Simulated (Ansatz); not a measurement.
Al, response to strain

Take Al in the fcc (Cu type) structure (space group Fm-3m, No. 225; a = 4.015 Å; relaxed with 0.1 eV smearing) as the base. Axes: x, y, z lie along the cube axes.

Strains are applied to the cell and any free atomic positions relax.

Method: Kohn–Sham DFT with the PBEsol functional, run in Ansatz (a quantum-chemistry and plane-wave program) with PAW and 420 eV plane waves, no spin-orbit coupling.

Notes on the quantities. energy relative to the base: free energy F; pressure: mean of the normal stresses, compression positive.

```json
[
 {"change": "base", "volume per atom": "16.19 Å³", "energy relative to the base": "0 meV/atom", "pressure": "0.0 GPa"},
 {"change": "tensor shear ε_xy = +0.57 %", "volume per atom": "16.19 Å³", "energy relative to the base": "+0.2 meV/atom", "pressure": "0.0 GPa"},
 {"change": "tensor shear ε_xy = +1.43 %", "volume per atom": "16.18 Å³", "energy relative to the base": "[?]", "pressure": "0.1 GPa"},
 {"change": "tensor shear ε_xy = +0.86 %", "volume per atom": "16.19 Å³", "energy relative to the base": "+0.5 meV/atom", "pressure": "0.0 GPa"},
 {"change": "tensor shear ε_xy = +0.29 %", "volume per atom": "16.19 Å³", "energy relative to the base": "+0.1 meV/atom", "pressure": "0.0 GPa"},
 {"change": "tensor shear ε_xy = +2.00 %", "volume per atom": "16.18 Å³", "energy relative to the base": "+2.8 meV/atom", "pressure": "0.2 GPa"},
 {"change": "tensor shear ε_xy = +1.71 %", "volume per atom": "16.18 Å³", "energy relative to the base": "+2.0 meV/atom", "pressure": "0.1 GPa"},
 {"change": "tensor shear ε_xy = +1.14 %", "volume per atom": "16.18 Å³", "energy relative to the base": "+0.8 meV/atom", "pressure": "0.0 GPa"}
]
```

Problem. Complete the table.

Solution. 
- tensor shear ε_xy = +1.43 %, energy relative to the base: +1.4 meV/atom

Stability against distortions was not tested.
